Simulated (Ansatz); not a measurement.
Consider the following.

```xyz
3
Lattice="-1.6084 1.6084 3.8389 1.6084 -1.6084 3.8389 1.6084 1.6084 -3.8389" Properties=species:S:1:pos:R:3 pbc="T T T"
Si     0.0000     0.0000     5.1084
Si     0.0000     0.0000     2.5693
Mo     0.0000     0.0000     0.0000
```

No spin polarisation.

Calculations: PBE (Ansatz, an electronic-structure program), spin-orbit coupling left out. k-mesh 25×25×25 (Γ-centred); smearing 0.1 eV (Fermi–Dirac).

### Question
Predict the band gap, space group and stress.

### Answer
- Band gap: zero
- Space group: I4/mmm (No. 139)
- Stress (xx, yy, zz, yz, xz, xy; compression positive): (2.4, 2.4, 13.7, 0.0, 0.0, 0.0) GPa

The cells carry an imposed strain or load. Whether these cells are dynamically stable was not tested. The final runs are not spin-polarised. The cell was made from MoSi2 (space group I4/mmm, No. 139) by this change: uniaxial strain ε_zz = −2.50 %.
